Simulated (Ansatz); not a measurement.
Worked example: self-consistent single point of AgO (P1, 8 atoms in the cell) in Ansatz (an electronic-structure program).

Method: PBEsol, default PAW files made with PBE (plane waves; Ansatz).

The change in words: lattice scaled by 0.98; kpoints.mp_grid.grid: 4 6 4 → 5 8 6. Reference geometry:
```
AgO
1.0
    5.77984     0.00000     0.00000
    0.00000     3.51371     0.00000
   -1.64077     0.00000     5.26776
Ag O
4 4
Cartesian
 -0.82039   1.75685   2.68388
  0.00000   0.00000   0.00000
  2.88992   1.75685   0.00000
  2.06954   0.00000   2.63388
  3.62995   0.58303   1.47624
  0.50912   2.93068   3.79153
  1.32951   2.33988   1.15764
  2.80956   1.17382   4.11012
```

Reference input (self-consistent single point, DFT, PBEsol, plane waves, default PAW files made with PBE): basis.ecutwfc = 420 eV; kpoints.mp_grid.grid = 4 6 4; hamiltonian.xc = pbesol; hamiltonian.pseudopotentials = {kind: paw} (the program's default PAW files); scf.occupations.method = fermi_dirac; scf.occupations.width = 0.1 eV. This run's input differs from it in these lines:

Ansatz 0.2 input:
```diff
@@ -2,14 +2,14 @@
   lattice:
-    - [5.77983800, 0.00000000, 0.00000000]
-    - [0.00000000, 3.51370700, 0.00000000]
-    - [-1.64076600, 0.00000000, 5.26776500]
+    - [5.66424100, 0.00000000, 0.00000000]
+    - [0.00000000, 3.44343300, 0.00000000]
+    - [-1.60795100, 0.00000000, 5.16241000]
   atoms:
-    - { symbol: Ag, position_ang: [-0.82038627, 1.75685350, 2.68388413] }
+    - { symbol: Ag, position_ang: [-0.80397871, 1.72171650, 2.63020660] }
     - { symbol: Ag, position_ang: [0.00000000, 0.00000000, 0.00000000] }
-    - { symbol: Ag, position_ang: [2.88991900, 1.75685350, 0.00000000] }
-    - { symbol: Ag, position_ang: [2.06953600, 0.00000000, 2.63388250] }
-    - { symbol: O, position_ang: [3.62994731, 0.58302940, 1.47623846] }
-    - { symbol: O, position_ang: [0.50912469, 2.93067760, 3.79152654] }
-    - { symbol: O, position_ang: [1.32950769, 2.33988290, 1.15764404] }
-    - { symbol: O, position_ang: [2.80956431, 1.17382410, 4.11012096] }
+    - { symbol: Ag, position_ang: [2.83212050, 1.72171650, 0.00000000] }
+    - { symbol: Ag, position_ang: [2.02814500, 0.00000000, 2.58120500] }
+    - { symbol: O, position_ang: [3.55734810, 0.57136884, 1.44671378] }
+    - { symbol: O, position_ang: [0.49894190, 2.87206416, 3.71569622] }
+    - { symbol: O, position_ang: [1.30291740, 2.29308534, 1.13449122] }
+    - { symbol: O, position_ang: [2.75337260, 1.15034766, 4.02791878] }
 basis:
@@ -17,3 +17,3 @@
 kpoints:
-  mp_grid: { grid: [4, 6, 4] }
+  mp_grid: { grid: [5, 8, 6] }
 hamiltonian:
```

Output (repeated stretches shortened):

```
SCF iter   1: F=—  HF=-32322.875172 eV  |F-HF|=—  |Δ(HF+E_count)|=         —  Δρ=1.84e-2  dr2=3.10e-1  ethr=1.77e-3  ⟨swp⟩=5.3  Hψ=23505  notcnv=0  defer=266
all-band conjugate gradients solve this SCF's bands
preconditioner: auto → Kerker (q_TF=auto, 2.725 Å⁻¹)
SCF iter   2: F=—  HF=-32322.811117 eV  |F-HF|=—  |Δ(HF+E_count)|=   6.41e-2  Δρ=7.91e-3  dr2=7.54e-2  ethr=3.10e-4  ⟨swp⟩=2.0  Hψ=9053  notcnv=0  defer=312
   [... lines left out ...]
SCF iter   6: F=—  HF=-32322.791986 eV  |F-HF|=—  |Δ(HF+E_count)|=   3.22e-5  Δρ=8.03e-5  dr2=1.41e-5  ethr=1.56e-7  ⟨swp⟩=2.5  Hψ=9785  notcnv=0  defer=312
SCF iter   7: F=—  HF=-32322.791931 eV  |F-HF|=—  |Δ(HF+E_count)|=   5.44e-5  Δρ=3.76e-5  dr2=1.70e-6  ethr=1.41e-8  ⟨swp⟩=2.0  Hψ=10459  notcnv=0  defer=318
SCF iter   8: F=—  HF=-32322.791931 eV  |F-HF|=—  |Δ(HF+E_count)|=   6.82e-8  Δρ=1.22e-5  dr2=1.29e-7  ethr=1.70e-9  ⟨swp⟩=2.0  Hψ=11862  notcnv=0  defer=318
SCF iter   9: F=-32322.791931 eV  HF=-32322.791931 eV  |F-HF|=1.39e-9  |Δ(HF+E_count)|=   2.32e-8  Δρ=2.78e-6  dr2=8.37e-9  ethr=1.00e-10  ⟨swp⟩=9.2  Hψ=26767  notcnv=0
SCF 1 converged in 9 iterations: F = -32322.791931 eV  dr2 = 8.37e-9
Free energy (F): -32322.791931 eV
Internal energy: -32322.757201 eV  (E = F + TS)
E sigma→0 (E₀):  -32322.774566 eV
Entropy (-TS):   -0.034730 eV (-4.341 meV/atom)
Fermi energy:    13.117102 eV
--- Forces (eV/Å), atoms counted from 1 ---
  atom   1  Ag    -0.28036118    -0.21139919    -0.33042503
  atom   2  Ag    -0.01742711    -0.00023384     0.04732518
  atom   3  Ag     0.02927287     0.00419811     0.06318598
  atom   4  Ag     0.01214808    -0.00494389    -0.04153385
  atom   5  O      0.49188256    -0.06850688     0.13952455
  atom   6  O     -0.20992630     0.28817390     0.11422028
  atom   7  O     -0.37578196    -0.17143696    -0.01395308
  atom   8  O      0.35019462     0.16415014     0.02165545
--- Stress (GPa, compression-positive) ---
        9.029230       0.049052      -0.618310
        0.049052       6.767089       0.022492
       -0.618310       0.022492       9.281672
  P = ⅓ Tr σ = 8.3593 GPa (83.593 kbar)
  The stress holds the Pulay correction. Without it, at fixed plane waves, as pw.x and ABINIT print it: P = 7.8011 GPa
```

The run converged in 9 iterations. Against the reference run the free energy rises by 16.7 meV/atom, the pressure goes from -1.01 to 8.36 GPa and the largest force goes from 0.382 to 0.516 eV/Å.

The starting cell comes from a database of computed structures (which also holds hypothetical and non-ambient phases and stackings), without a prior relaxation at this level. Its lattice was rescaled by up to half a per cent. One atom was moved a little off its site on purpose. For this run, on top of that: lattice scaled by 0.98. With a pressure of about 8 GPa the cell is away from its equilibrium volume at this level. Ansatz's pressure includes its estimate of the finite-basis (Pulay) stress. Without the estimate this run gives 7.80 GPa. A gap is left out here, as mesh or smearing make it unsure.

Cost on one core of a shared machine: roughly 50 s.
